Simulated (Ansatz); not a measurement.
The reference is P (space group R-3m, No. 166; a = 3.4408 Å, c = 8.7853 Å (hexagonal axes); a cell from a computed database, its experimental status unchecked).

Calculations: Ansatz (a first-principles code) PBEsol, without spin-orbit coupling.

Before the change:

```
Quantity               Value
-------------------  -------
Lattice parameter a  3.441 Å
c/a ratio              2.553
```

The change: hydrostatic tension (pressure −2 GPa).

Problem. How does this affect the lattice parameter a?

Solution. The lattice parameter a increases by 0.022 Å to 3.463 Å.

Problem. What happens to the c/a ratio?

Solution. The c/a ratio goes up by 0.040 to 2.593.

Load acts through the strain it causes; cell and atoms are relaxed under it. No phonon test of stability was made. This is not the structure that P has at room temperature and ambient pressure.
